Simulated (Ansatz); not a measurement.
A self-consistent single point of SrTiP2O8 (C2/c, 24 atoms in the cell) with Ansatz (a quantum-chemistry and plane-wave program).

Method: LDA (PW92), default PAW files made with PBE (plane waves; Ansatz).

```
CELL_PARAMETERS angstrom
      8.28847    -2.60410     0.00000
      8.28847     2.60410     0.00000
     -3.63513     0.00000     7.32292
ATOMIC_POSITIONS crystal
  Sr 0.80538 0.19462 0.75000
  Sr 0.19462 0.80538 0.25000
  Ti 0.00000 0.50000 0.00000
  Ti 0.50000 0.00000 0.50000
  P  0.40330 0.88086 0.75611
  P  0.11914 0.59670 0.74389
  P  0.59670 0.11914 0.24389
  P  0.88086 0.40330 0.25611
  O  0.20118 0.12698 0.89660
  O  0.87302 0.79882 0.60340
  O  0.79882 0.87302 0.10340
  O  0.12698 0.20118 0.39660
  O  0.66704 0.62644 0.85610
  O  0.37356 0.33296 0.64390
  O  0.33296 0.37356 0.14390
  O  0.62644 0.66704 0.35610
  O  0.48398 0.94978 0.69230
  O  0.05022 0.51602 0.80770
  O  0.51602 0.05022 0.30770
  O  0.94978 0.48398 0.19230
  O  0.26978 0.82658 0.60360
  O  0.17342 0.73022 0.89640
  O  0.73022 0.17342 0.39640
  O  0.82658 0.26978 0.10360
```

Reference input (self-consistent single point, DFT, LDA (PW92), plane waves, default PAW files made with PBE): basis.ecutwfc = 30.9 Ry; kpoints.mp_grid.grid = 3 3 2; kpoints.mp_grid.shift = 0.5 0.5 0.5; hamiltonian.xc = lda; hamiltonian.pseudopotentials = {kind: paw} (the program's default PAW files); scf.occupations.method = cold; scf.occupations.width = 0.0147 Ry. This run's input differs from it in these lines:

Ansatz 0.2 input:
```diff
@@ -31,3 +31,3 @@
 basis:
-  ecutwfc: 30.9 Ry
+  ecutwfc: 15.4 Ry
 kpoints:
```

Output (repeated stretches shortened):

```
SCF iter   1: F=—  HF=-23513.856445 eV  |F-HF|=—  |Δ(HF+E_count)|=         —  Δρ=1.30e-1  dr2=2.37e1  ethr=1.77e-3  ⟨swp⟩=9.7  Hψ=3423  notcnv=0
all-band conjugate gradients solve this SCF's bands
preconditioner: auto → Resta (q_TF=auto, 2.436 Å⁻¹)
SCF iter   2: F=—  HF=-23505.232166 eV  |F-HF|=—  |Δ(HF+E_count)|=    8.62e0  S|Δr|=    0.00e0  Δρ=3.96e-2  dr2=2.18e0  ethr=1.77e-3  ⟨swp⟩=2.2  Hψ=1256  notcnv=0  defer=108
   [... lines left out ...]
SCF iter   9: F=—  HF=-23504.465248 eV  |F-HF|=—  |Δ(HF+E_count)|=   9.47e-8  S|Δr|=    0.00e0  Δρ=1.11e-5  dr2=4.02e-7  ethr=3.16e-9  ⟨swp⟩=2.0  Hψ=794  notcnv=0  defer=108
SCF iter  10: F=—  HF=-23504.465248 eV  |F-HF|=—  |Δ(HF+E_count)|=   1.12e-8  S|Δr|=    0.00e0  Δρ=4.77e-6  dr2=1.08e-7  ethr=6.25e-11  ⟨swp⟩=19.3  Hψ=4231  notcnv=0
SCF iter  11: F=-23504.465248 eV  HF=-23504.465248 eV  |F-HF|=5.60e-9  |Δ(HF+E_count)|=   1.58e-8  S|Δr|=    0.00e0  Δρ=1.32e-6  dr2=8.54e-9  ethr=6.25e-11  ⟨swp⟩=4.0  Hψ=1658  notcnv=0
SCF 1 converged in 11 iterations: F = -23504.465248 eV  dr2 = 8.54e-9
Stability not checked (fill_not_monotonic)
Free energy (F): -23504.465248 eV
Internal energy: -23504.465248 eV  (E = F + TS)
E sigma→0 (E₀):  -23504.465248 eV
Fermi energy:    6.090550 eV
--- Forces (eV/Å), atoms counted from 1 ---
  atom   1  Sr     0.00000000    -0.16935294     0.00000000
  atom   2  Sr    -0.00000000     0.16935294    -0.00000000
  atom   3  Ti     0.00000000    -0.00000000     0.00000000
  atom   4  Ti    -0.00000000     0.00000000     0.00000000
  atom   5  P      0.10598779     0.06193427    -0.40984119
   [... lines left out ...]
  atom  24  O     -0.18261357    -0.08926031     0.02293439
--- Stress (GPa, compression-positive) ---
       -0.684291       0.000000      -2.337133
        0.000000      -0.227206       0.000000
       -2.337133       0.000000      -0.522419
  P = ⅓ Tr σ = -0.4780 GPa (-4.780 kbar)
  The stress holds the Pulay correction. Without it, at fixed plane waves, as pw.x and ABINIT print it: P = -175.8703 GPa
```

The run converged in 11 iterations. Against the reference run the free energy goes up by 4.15 eV/atom, the pressure goes from -6.24 to -0.48 GPa, the largest force goes from 0.295 to 0.587 eV/Å and the gap on the mesh hardly changes (2.759 to 2.767 eV).

The starting cell comes from a database of published, mostly measured structures (it also holds non-ambient and calculated ones), without a prior relaxation at this level. Its lattice was rescaled by a random factor within 2.5 % of one. Ansatz's pressure includes its estimate of the finite-basis (Pulay) stress. Without the estimate this run gives -175.87 GPa. The cutoff lies below the one recommended for these files. The shifted mesh does not hold Γ, so a gap read on it misses any band edge there.
